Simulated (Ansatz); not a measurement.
Here is the system:

```
KTaO3
1.0
    3.98313    -0.00664    -0.00664
   -0.00664     3.98313    -0.00664
   -0.00664    -0.00664     3.98313
K Ta O
1 1 3
Direct
  0.50000   0.50000   0.50000
  0.00000   0.00000   0.00000
  0.00000   0.50000   0.00000
  0.50000   0.00000   0.00000
  0.00000   0.00000   0.50000
```

Method: PBEsol with spin-orbit coupling, rigid bands (plane waves, PAW; Ansatz, a quantum-chemistry and plane-wave program). Condition of this run: uniaxial stress along [111] of 1 GPa (compression positive) (the target of the relaxation). Cell: cell and atoms relaxed with PBEsol, then loaded as said.

Predict the electron conductivity mass (n e² τ/σ) at 300 K, by direction if it differs.

0.46 mₑ.

Predict the hole conductivity mass (n e² τ/σ) at 300 K, by direction if it differs.

2.1 mₑ.

And the band gap?

1.99 eV at this level; semilocal functionals usually fall short of the measured gap.

Rigid bands, one relaxation time for all states, no polarons.
